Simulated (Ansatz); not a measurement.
The parent structure is CdS in the zinc blende structure (space group F-43m, No. 216; a = 5.927 Å).

Computed with Ansatz (a quantum-chemistry and plane-wave program) PBE, without spin-orbit coupling, earlier PAW set.

| level | band gap | lattice parameter a |
|---|---|---|
| PBE | 1.04 eV | 5.927 Å |

Measured: band gap 2.48 eV (0 K or low temperature; as listed in arXiv:1206.3780); lattice parameter a 5.832 Å (room temperature; as listed in arXiv:1206.3780).

Computed minus measured — band gap: PBE -1.44 eV; lattice parameter a: PBE +1.6 %. Measured values not marked as corrected hold thermal and zero-point effects that the static-lattice runs lack. A measured gap can be an optical one, lowered by exciton binding. Levels without spin-orbit coupling miss its lowering of the gap, often about a third of the valence-band splitting.

Whether these cells are dynamically stable was not tested.
